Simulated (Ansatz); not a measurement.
System: HfO2 (model structure, started from the CdI2 type, P-3m1, No. 164, 3 atoms in the cell). Method: PBEsol (PAW; Ansatz, a quantum-chemistry and plane-wave program).

Numerical settings: plane-wave cutoff 520 eV, 12×12×8 k mesh (along the axes of the cell as run), Fermi–Dirac smearing 0.01 eV, scalar-relativistic PAW data made under PBE.

Cell (relaxed at this level):

```cif
data_HfO2
_chemical_formula_sum 'Hf1 O2'
_space_group_name_H-M_alt 'P 1'
_space_group_IT_number 1
_cell_length_a 3.21924
_cell_length_b 3.21924
_cell_length_c 5.24114
_cell_angle_alpha 90.000
_cell_angle_beta 90.000
_cell_angle_gamma 120.000
loop_
_space_group_symop_operation_xyz
  'x, y, z'
loop_
_atom_site_label
_atom_site_type_symbol
_atom_site_fract_x
_atom_site_fract_y
_atom_site_fract_z
_atom_site_occupancy
Hf1 Hf 0.00000 0.00000 0.00000 1
O1 O 0.33333 0.66667 0.18411 1
O2 O 0.66667 0.33333 0.81589 1
```

Task: Predict the band gap, smallest direct gap on the k points sampled and direct gap at Γ.

Result: 
* **band gap**: 4.73 eV
* **smallest direct gap on the k points sampled**: 4.99 eV
* **direct gap at Γ**: 5.37 eV

Note: the relaxation could raise the start's symmetry but not lower it, so the cell can be a saddle point; the cell has widely spaced layers and the level no dispersion term, so their spacing and the moduli can rest on weak binding.

Spin–orbit coupling is not included.

Static lattice: no zero-point or thermal effects.

A model structure was made by putting elements into a prototype or built by hand; it is no filed structure, need not be a known phase, and can be a saddle point held by its symmetry.
